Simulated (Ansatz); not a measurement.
Take Ta in the bcc (W type) structure (space group Im-3m, No. 229; relaxed with 0.1 eV smearing) as the base.

```xyz
1
Lattice="-1.6270 1.6270 1.6270 1.6270 -1.6270 1.6270 1.6270 1.6270 -1.6270" Properties=species:S:1:pos:R:3 pbc="T T T"
Ta     0.0000     0.0000     0.0000
```

Cartesian axes are those of the cell as printed.

Method: LDA in Ansatz (plane waves to 420 eV, PAW, no spin-orbit coupling).

Strains are applied to the cell and any free atomic positions relax.

One change was made to it. Results:

The energy rises by 1.6 meV/atom; the pressure (mean of the normal stresses, compression positive) goes from zero to -2.1 GPa.

Which change produced these results?
A) uniaxial strain ε_zz = +1.00 %
B) uniaxial strain ε_zz = −2.50 %
C) uniaxial strain ε_zz = −2.00 %
D) uniaxial strain ε_zz = +0.50 %

A, uniaxial strain ε_zz = +1.00 %. For comparison, the pressure in the other runs: uniaxial strain ε_zz = −2.50 % gives 5.8 GPa; uniaxial strain ε_zz = −2.00 % gives 4.6 GPa; uniaxial strain ε_zz = +0.50 % gives -1.1 GPa.

Whether these cells are dynamically stable was not tested. All final runs are without spin polarisation.

Ansatz is a program for electronic structure.
